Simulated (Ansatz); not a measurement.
System: Bi4Ge3O12 (I-43d, No. 220). Method: rVV10 (PAW; Ansatz, an electronic-structure program).

Settings: plane-wave cutoff 520 eV, 6×6×6 k mesh, Fermi–Dirac smearing 0.01 eV, scalar-relativistic PAW data made under PBE.

Results at a series of volumes:

```csv
V (Å³/atom),E − E_lowest (meV/atom),P (GPa)
15.171,4.97,2.618
15.487,1.19,1.243
15.803,0.00,-0.003
16.119,1.11,-1.096
16.435,4.24,-2.054
```

### Question
What bulk modulus B0 and pressure derivative B′ does a third-order Birch–Murnaghan fit give?

### Answer
V0 = 15.803 Å³/atom, B0 = 58.1 GPa, B′ = 5.1 (fit to the energies at full precision).

Spin–orbit coupling is not included; it can shift volumes and moduli of such heavy elements.

Computed values are for the static lattice.

Computing time: very roughly 110 core-minutes.
